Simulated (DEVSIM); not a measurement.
Structure: Al0.15Ga0.85As/GaAs n-p heterojunction, at 400 K.

```
layer (left to right)        material  thickness (μm)  Nd (cm⁻³)  Na (cm⁻³)   τn (s)   τp (s)
---------------------  --------------  --------------  ---------  ---------  -------  -------
1                      Al0.15Ga0.85As           0.230     1.3e16          -  7.7e-10  7.7e-10
2                                GaAs            4.90          -     4.1e16  7.7e-10  7.7e-10
```

Left contact: ohmic. Right contact: ohmic. Voltage is applied to the left contact. Recombination: SRH at mid-gap, radiative. Mobility is constant in doping.

Constants are typed, rounded textbook-type inputs, not results; the design itself was drawn at random and stands for no fabricated device. Values at 300 K; Nc and Nv go as T^1.5, mobilities as T to minus their exponent, the gap by Varshni's rule with the affinity fixed.

| parameter | Al0.15Ga0.85As | GaAs |
|---|---|---|
| gap (eV) | 1.611 | 1.424 |
| affinity (eV) | 3.9515 | 4.07 |
| permittivity | 12.47 | 12.9 |
| Nc (cm⁻³) | 5.6e17 | 4.7e17 |
| Nv (cm⁻³) | 9e18 | 9e18 |
| μn (cm²/Vs) | 5695 | 8500 |
| μp (cm²/Vs) | 282 | 400 |
| T exponent of μn | 2.1 | 2.1 |
| T exponent of μp | 2.2 | 2.2 |
| B (cm³/s) | 2e-10 | 2e-10 |
| Varshni α (eV/K) | 0.000541 | 0.000541 |
| Varshni β (K) | 204 | 204 |

Model (solved in DEVSIM): 1D drift-diffusion, Boltzmann statistics, complete ionisation; no tunnelling, impact ionisation, image-force lowering or self-heating. Band offsets follow the typed affinities; no thermionic-emission limit at abrupt steps, no polarisation charge.

The thickness of layer 2 was swept, all else fixed.

```json
[
 {"thickness of layer 2 (μm)": "0.98", "dark forward voltage at 1 A/cm² (V)": "0.754", "dark forward voltage at 100 A/cm² (V)": "0.918"},
 {"thickness of layer 2 (μm)": "1.7", "dark forward voltage at 1 A/cm² (V)": "0.772", "dark forward voltage at 100 A/cm² (V)": "0.936"},
 {"thickness of layer 2 (μm)": "2.9", "dark forward voltage at 1 A/cm² (V)": "0.785", "dark forward voltage at 100 A/cm² (V)": "0.951"},
 {"thickness of layer 2 (μm)": "4.9", "dark forward voltage at 1 A/cm² (V)": "0.794", "dark forward voltage at 100 A/cm² (V)": "0.969"},
 {"thickness of layer 2 (μm)": "8.3", "dark forward voltage at 1 A/cm² (V)": "0.798", "dark forward voltage at 100 A/cm² (V)": "0.991"},
 {"thickness of layer 2 (μm)": "15", "dark forward voltage at 1 A/cm² (V)": "0.799", "dark forward voltage at 100 A/cm² (V)": "1.036"},
 {"thickness of layer 2 (μm)": "24", "dark forward voltage at 1 A/cm² (V)": "0.799", "dark forward voltage at 100 A/cm² (V)": "1.099"}
]
```

From the first row to the last the dark forward voltage at 1 A/cm² goes from 0.754 to 0.799. From the first row to the last the dark forward voltage at 100 A/cm² goes from 0.918 to 1.099.
